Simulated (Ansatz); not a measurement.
We consider C (model structure, Imma, No. 74, 8 atoms in the cell), described by PBEsol (Ansatz, a quantum-chemistry and plane-wave program, PAW).

Numerical settings: plane-wave cutoff 520 eV, 20×20×20 k mesh, Fermi–Dirac smearing 0.05 eV, scalar-relativistic PAW data made under PBE.

Cell (relaxed at this level):

Space group Imma (No. 74); a = 4.876 Å, b = 7.812 Å, c = 3.215 Å, α = β = γ = 90.00°

```
atom  site  symmetry       x       y       z
----  ----  --------  ------  ------  ------
C       8g       .2.  0.2500  0.6616  0.2500
C       8h       m..  0.0000  0.5732  0.1244
```
(The calculation used a cell of 8 atoms; values per cell refer to that cell.)

Problem. Estimate the bulk modulus B0 that the calculation returns.

Solution. 
* **bulk modulus B0**: 137 GPa

The run finds no gap.

Note: the bulk modulus is −V dP/dV from two relaxed cells at ±2 % in volume; the relaxation could raise the start's symmetry but not lower it, so the cell can be a saddle point.

Cost on a shared machine: roughly 18 core-minutes.

A model structure was made by putting elements into a prototype or built by hand; it is no filed structure, need not be a known phase, and can be a saddle point held by its symmetry.
